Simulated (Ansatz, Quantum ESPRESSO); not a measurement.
## PbS (Fm-3m, 2 atoms in the cell) computed with different codes at matched settings

Self-consistent single point.

```
PbS
1.0
    0.00000     2.97000     2.97000
    2.97000     0.00000     2.97000
    2.97000     2.97000     0.00000
Pb S
1 1
Direct
  0.00000   0.00000   0.00000
  0.50000   0.50000   0.50000
```

Shared settings, as Ansatz (an electronic-structure program) writes them: kpoints.mp_grid.grid = 7 7 7; magnetization.spin_orbit = true; scf.occupations.method = fermi_dirac; scf.occupations.width = 0.05 eV. Potentials and cutoffs stand in the table.

| code | model | pressure (GPa) | cutoff |
|---|---|---|---|
| Ansatz | PBE with spin-orbit coupling, default PAW files | 1.51 | default |
| Quantum ESPRESSO | PBE, spin-orbit coupling, PSlibrary fully relativistic PAW (PBE) pseudopotentials | 0.90 | 55 Ry |

The spread over the programs that give each value: pressure within 0.61 GPa.

Ansatz's pressure is given at a fixed set of plane waves, as the other plane-wave codes print theirs.

This mesh misses zone-boundary points where a band edge of such crystals can lie, so no gaps are given.

The starting cell has typed, rounded lattice constants, without a prior relaxation at this level.

Left out of this page: ABINIT, Elk and FLEUR (with a known weakness of the program); SIESTA (not drawn, or without a comparable value).

Keys are those of Ansatz 0.2.
